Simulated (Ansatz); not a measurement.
Levels about the gap of amorphous In9Ga9Zn9O38Si (66 atoms in a cell of 839 Å³, 5.71 g/cm³; zone centre alone, so wide bands show as single levels with stretches between that a denser mesh fills), at the geometry that PBE relaxed, where it gives 1.5 GPa on a denser mesh. The participation number counts the atoms over which a state spreads; weights are charges in smoothed Voronoi cells. The levels come from a single point, so bond lengths are those of that geometry. Method of the levels: PBE, scalar-relativistic without spin-orbit coupling (Ansatz, a first-principles code). Sampling: the zone centre alone; Fermi-Dirac width 0.02 eV; no spin polarisation. At PBE the levels at the filled edge of the gap are localised (band-tail or defect states).

A CHGNet melt-quench gave the starting glass, which DFT then relaxed. O atoms were pushed apart under 1.9 Å during the dynamics, to hinder bonds among them. The hot cell started wider than the set density and was brought back towards it in steps. It is the lowest in DFT energy of 2 quenches. It is a model cell: composition and starting density were chosen by hand, and all elements were melted together. No dispersion term was used. Its density started from a set value of 5.71 and ended at 5.71 g/cm³. The simulated quench (nominally 210 K/ps over its main leg) is rapid and tends to freeze in more defects than a deposited or slowly cooled glass has. Values belong to this one cell and scatter from quench to quench. The volume was held where the preparation left it and the shape relaxed, at a PBE pressure of 1.5 GPa. Stress components on the final sampling reach 1.6 GPa.

```
E - E(highest filled), eV  filling  participation number        largest on  weight O  weight In  weight Ga  weight Zn
-------------------------  -------  --------------------  ----------------  --------  ---------  ---------  ---------
-0.40                       filled                  17.7   O, 3 neighbours      0.88       0.02       0.02       0.08
-0.37                       filled                  17.6   O, 3 neighbours      0.86       0.02       0.02       0.11
-0.33                       filled                  18.1   O, 3 neighbours      0.87       0.02       0.02       0.09
-0.26                       filled                  14.7   O, 3 neighbours      0.89       0.02       0.02       0.08
-0.20                       filled                  18.0   O, 4 neighbours      0.81       0.01       0.02       0.16
-0.07                       filled                  14.6   O, 3 neighbours      0.83       0.03       0.02       0.12
0.00                        filled                   9.4   O, 4 neighbours      0.82       0.01       0.01       0.15
0.94                         empty                  58.7  In, 4 neighbours      0.51       0.22       0.13       0.14
3.47                         empty                  16.2  In, 4 neighbours      0.57       0.32       0.04       0.07
3.68                         empty                  32.0  In, 5 neighbours      0.58       0.29       0.05       0.08
3.83                         empty                  39.3  In, 6 neighbours      0.58       0.24       0.10       0.07
4.03                         empty                  37.9  In, 5 neighbours      0.58       0.22       0.11       0.08
4.04                         empty                  31.6  In, 6 neighbours      0.58       0.23       0.12       0.07
4.38                         empty                  42.3  Ga, 4 neighbours      0.60       0.11       0.20       0.09
```

Most localised among these is the filled level at +0.00 eV, on a O atom, which has 4 neighbours (Zn 1.92 Å, Zn 2.03 Å, Zn 2.13 Å, In 2.14 Å).
